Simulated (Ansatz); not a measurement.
Worked example: relaxation of the atoms of K (P-1, 2 atoms in the cell) in Ansatz (a program for electronic structure).

Method: LDA (PW92), default PAW files made with PBE (plane waves; Ansatz).

The change in words: one atom moved by 0.15 angstrom; relax: default → atoms; relax.f_tol: default → 0.001 eV/Å. Reference geometry:
```
CELL_PARAMETERS angstrom
      4.40118     0.00000     0.00000
     -0.00150     4.40579     0.00000
     -2.13930    -2.18074     7.98609
ATOMIC_POSITIONS crystal
  K  0.36881 0.62096 0.75064
  K  0.63119 0.37904 0.24936
```

Reference input (self-consistent single point, DFT, LDA (PW92), plane waves, default PAW files made with PBE): basis.ecutwfc = 420 eV; kpoints.mp_grid.grid = 8 8 4; hamiltonian.xc = lda; hamiltonian.pseudopotentials = {kind: paw} (the program's default PAW files); scf.occupations.method = gaussian; scf.occupations.width = 0.1 eV. This run's input differs from it in these lines:

```diff
@@ -6,3 +6,3 @@
   atoms:
-    - { symbol: K, position_ang: [0.016425, 1.098868, 5.994679] }
+    - { symbol: K, position_ang: [0.016425, 1.098867, 6.144682] }
     - { symbol: K, position_ang: [2.243956, 1.126181, 1.991412] }
@@ -21,2 +21,4 @@
     width: 0.1 eV
+relax:
+  f_tol: 0.001
 output:
```

Output (repeated stretches shortened):

```
   [... SCF lines of the steps left out ...]
relax step   1: F+E_penalty+E_count = -2992.34184751 eV  Δ(F+E_penalty+E_count) = +0.000e0 eV  max|allowed force component| = 5.151e-2 eV/Å  Δτ_max = 0.0000 Å  (6 SCF iters, dr2 threshold 1.00e-7 eV, accepted)
relax step   2: F+E_penalty+E_count = -2992.34275778 eV  Δ(F+E_penalty+E_count) = -9.103e-4 eV  max|allowed force component| = 4.537e-2 eV/Å  Δτ_max = 0.0095 Å  (4 SCF iters, dr2 threshold 1.66e-7 eV, accepted)
   [... lines left out ...]
relax step   6: F+E_penalty+E_count = -2992.34610549 eV  Δ(F+E_penalty+E_count) = -6.085e-5 eV  max|allowed force component| = 8.615e-5 eV/Å  Δτ_max = 0.0460 Å  (7 SCF iters, accepted)
relax step   7: F+E_penalty+E_count = -2992.34610569 eV  Δ(F+E_penalty+E_count) = -1.937e-7 eV  max|allowed force component| = 5.512e-5 eV/Å  Δτ_max = 0.0013 Å  (4 SCF iters, accepted)
relax step   8: F+E_penalty+E_count = -2992.34610592 eV  Δ(F+E_penalty+E_count) = -2.316e-7 eV  max|allowed force component| = 2.818e-5 eV/Å  Δτ_max = 0.0027 Å  (4 SCF iters, accepted)
Stability not checked: this state was not tested for a lower state beside it, because too few of the mixer's solves of this state at the end of the SCF gave a …
Free energy (F): -2992.346106 eV
Internal energy: -2992.337662 eV  (E = F + TS)
E sigma→0 (E₀):  -2992.341884 eV
Entropy (-TS):   -0.008444 eV (-4.222 meV/atom)
Fermi energy:    1.430215 eV
--- Forces (eV/Å), atoms counted from 1 ---
  atom   1  K      0.00000113    -0.00001480     0.00002818
  atom   2  K     -0.00000113     0.00001480    -0.00002818
--- Stress (GPa, compression-positive) ---
       -0.369460       0.014041       0.057682
        0.014041      -0.369793       0.015772
        0.057682       0.015772      -0.515108
  P = ⅓ Tr σ = -0.4181 GPa (-4.181 kbar)
   [... lines left out ...]
--- Relaxed structure (8 steps of the walk, 8 accepted, 0 SCFs on fresh bases) ---
  F+E_penalty+E_count = -2992.34610592 eV   max|allowed force component| = 2.818e-5 eV/Å
  atoms:
    - { symbol: K, position: [0.35850000607555405, 0.6370169940687923, 0.7598743585389192] }
    - { symbol: K, position: [0.6506331006434043, 0.3722798529617096, 0.2589086731094806] }
```

The run converged. 

Summary of the result:
- Free energy E − TS (on the zero of these files): -2992.3461 eV
- Fermi level (on the code's own zero): 1.43 eV
- Pressure: -0.42 GPa
- Relaxation steps: 8

The starting cell comes from a database of computed structures (which also holds hypothetical and non-ambient phases and stackings), without a prior relaxation at this level. Its lattice was rescaled by up to half a per cent. For this run, on top of that: one atom moved by 0.15 angstrom. Ansatz's pressure includes its estimate of the finite-basis (Pulay) stress.

Cost on one core of a shared machine: roughly 80 s.

Keys are those of Ansatz 0.2.
